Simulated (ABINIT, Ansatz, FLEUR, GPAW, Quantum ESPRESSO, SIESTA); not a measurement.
One structure in several programs: MoIr₃ (P6_3/mmc, 8 atoms in the cell)

Self-consistent single point, at a second geometry (lattice scaled by 0.98). First geometry:

```yaml
crystal:
  lattice:
    - [5.50902, 0.00000, 0.00000]
    - [-2.75451, 4.77095, 0.00000]
    - [0.00000, 0.00000, 4.39795]
  atoms:
    - { symbol: Mo, position: [0.33333, 0.66667, 0.25000] }
    - { symbol: Mo, position: [0.66667, 0.33333, 0.75000] }
    - { symbol: Ir, position: [0.83368, 0.66735, 0.25000] }
    - { symbol: Ir, position: [0.16633, 0.33265, 0.75000] }
    - { symbol: Ir, position: [0.16633, 0.83368, 0.75000] }
    - { symbol: Ir, position: [0.83368, 0.16633, 0.25000] }
    - { symbol: Ir, position: [0.33265, 0.16633, 0.25000] }
    - { symbol: Ir, position: [0.66735, 0.83368, 0.75000] }
```

Shared settings, as Ansatz (a first-principles code) writes them: kpoints.mp_grid.grid = 5 5 6; scf.occupations.method = fermi_dirac; scf.occupations.width = 0.136 eV. Potentials and cutoffs stand in the table.

| code | model | ΔF from the first geometry (meV/atom) | pressure (GPa) | largest force (eV/Å) | cutoff |
|---|---|---|---|---|---|
| Quantum ESPRESSO | PBEsol, GBRV 1.5 ultrasoft (PBESOL) pseudopotentials | 30.1 | 17.41 | 0.072 | 40 Ry |
| GPAW | PBEsol, GPAW PAW datasets PBEsol (made by gpaw-setup) | 24.7 | 16.90 | 0.041 | 550 eV |
| ABINIT | PBEsol, PAW (JTH v2.0 PBE PAW, files made for PBE) | 35.9 | 19.58 | 0.049 | 20 Ha |
| Ansatz | PBEsol, PAW files made with PBE | 30.1 | 18.36 | 0.052 | default |
| FLEUR | PBEsol, all-electron FLAPW (FLEUR), scalar-relativistic valence | 36.0 | – | 0.051 | Kmax 4.2 1/bohr |
| SIESTA | GGA PBEsol, numerical atomic orbitals DZP, PseudoDojo PBEsol standard norm-conserving potentials (rewritten from UPF to PSML) | 35.2 | 20.16 | 0.128 | grid 350 Ry |

For Quantum ESPRESSO (by 0.9 GPa) the energy change implies a higher mean pressure, against the two pressures, than for the other programs: a sign of finite-basis (Pulay) stress.

A dash marks a value that a program does not give, or that is left out as unsure.

On Ansatz's run: spin-orbit coupling is off. Spin polarisation is off.

The spread over the programs that give each value: ΔF from the first geometry within 11.3 meV/atom; pressure within 3.26 GPa; largest force within 0.087 eV/Å.

SIESTA uses small atom-centred bases, whose incompleteness enters pressures, forces and empty levels differently from a plane-wave cutoff. FLEUR treats all electrons, but the usual bases taken here (sphere radii, linearisation, local orbitals, empty states) were not tested for convergence, so the values are no reference for the others. Ansatz's pressure is given at a fixed set of plane waves, as the other plane-wave codes print theirs; with its correction for the finite basis it is 18.43 GPa. In the pressure, ABINIT (by 1.70) and SIESTA (by 2.28) lie more than 1 GPa from the median of the plane-wave programs.

The starting cell comes from a database of computed structures (which also holds hypothetical and non-ambient phases and stackings), without a prior relaxation at this level. For this run, on top of that: lattice scaled by 0.98.

Keys are those of Ansatz 0.2.
